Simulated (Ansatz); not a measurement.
HfN: response to strain

Start from HfN in the rock salt structure (space group Fm-3m, No. 225; relaxed with 0.1 eV smearing).

```
CELL_PARAMETERS angstrom
      0.00000     2.26285     2.26285
      2.26285     0.00000     2.26285
      2.26285     2.26285     0.00000
ATOMIC_POSITIONS crystal
  Hf 0.00000 0.00000 0.00000
  N  0.50000 0.50000 0.50000
```

Strains are applied to the cell and any free atomic positions relax.

Calculations: Ansatz (an electronic-structure program) r2SCAN, without spin-orbit coupling.

Notes on the quantities. energy relative to the base: free energy F.

```tsv
isotropic strain (%)	energy relative to the base (meV/atom)
0	0.0
0.5	2.3
1	?
1.5	19.7
2	34.4
2.5	52.9
3	75.0
```

Task: Fit ΔE = Aε² + Bε³ (ε in %) to the rows shown and predict the withheld row.

Result: Least squares on the printed values gives A = 9.15 and B = -0.27 meV/atom (largest residual 0.0 meV/atom); this predicts 8.9 meV/atom, and the run gives 8.9 meV/atom, in agreement.

Stability against distortions was not tested. The final runs are not spin-polarised. An odd electron count without spin: HfN.
